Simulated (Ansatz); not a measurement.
Start from Au in the fcc (Cu type) structure (space group Fm-3m, No. 225; a = 4.0830 Å; relaxed with 0.1 eV smearing). Axes: x, y, z lie along the cube axes.

Calculations: Kohn–Sham DFT with the PBEsol functional, run in Ansatz (a quantum-chemistry and plane-wave program) with PAW and 420 eV plane waves, without spin-orbit coupling.

It is then changed as follows: the cell is compressed by 1.00 % along z with no lateral relaxation, atoms relaxed at fixed cell.

Predict the stress tensor and what it implies for the stiffness.

Stress of the strained cell less that of the base (GPa, compression positive):
```
    1.7     0.0     0.0
    0.0     1.7     0.0
    0.0     0.0     2.0
```

Then −Δσ_ii/ε with ε = -0.0100 gives relaxed-ion elastic constants: C33 ≈ 202 GPa, C13 ≈ 171 GPa and C23 ≈ 171 GPa.

Whether these cells are dynamically stable was not tested.
